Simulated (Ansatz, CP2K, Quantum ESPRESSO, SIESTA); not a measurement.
Code comparison for Na3BrO (Pm-3m, 5 atoms in the cell)

Relaxation of cell and atoms.

```
CELL_PARAMETERS angstrom
      4.62379     0.00000     0.00000
      0.00000     4.62379     0.00000
      0.00000     0.00000     4.62379
ATOMIC_POSITIONS crystal
  Na 0.00000 0.50000 0.50000
  Na 0.50000 0.00000 0.50000
  Na 0.50000 0.50000 0.00000
  Br 0.00000 0.00000 0.00000
  O  0.50000 0.50000 0.50000
```

Shared settings, as Ansatz (a quantum-chemistry and plane-wave program) writes them: kpoints.mp_grid.grid = 7 7 7; scf.occupations.method = fermi_dirac; scf.occupations.width = 0.0007 Ry. Potentials and cutoffs stand in the table.

| code | model | final volume (Å³/atom) | cutoff |
|---|---|---|---|
| SIESTA | LDA PW92, numerical atomic orbitals DZP, PseudoDojo LDA standard norm-conserving potentials (rewritten from UPF to PSML) | 17.23 | grid 350 Ry |
| Quantum ESPRESSO | LDA (PZ), GBRV 1.5 ultrasoft (LDA) pseudopotentials | 17.72 | 40 Ry |
| Ansatz | LDA (PW92), PAW files made with PBE | 17.56 | default |
| CP2K | LDA (Pade form), GPW, DZVP-MOLOPT-SR-GTH basis, GTH-PADE potentials (GTH_POTENTIALS) | 17.78 | grid 950 Ry |

The spread over the programs that give each value: final volume within 0.55 Å³/atom.

SIESTA and CP2K use small atom-centred bases, whose incompleteness enters pressures, forces and empty levels differently from a plane-wave cutoff. The same LDA comes in different parametrisations, which differ slightly. The programs treat the finite-basis stress differently while the cell relaxes: Ansatz adds an estimate of it.

This mesh misses zone-boundary points where a band edge of such crystals can lie, so no gaps are given.

The starting cell comes from a database of computed structures (which also holds hypothetical and non-ambient phases and stackings), without a prior relaxation at this level. Its lattice was rescaled by a random factor within 2.5 % of one.

Keys are those of Ansatz 0.2.
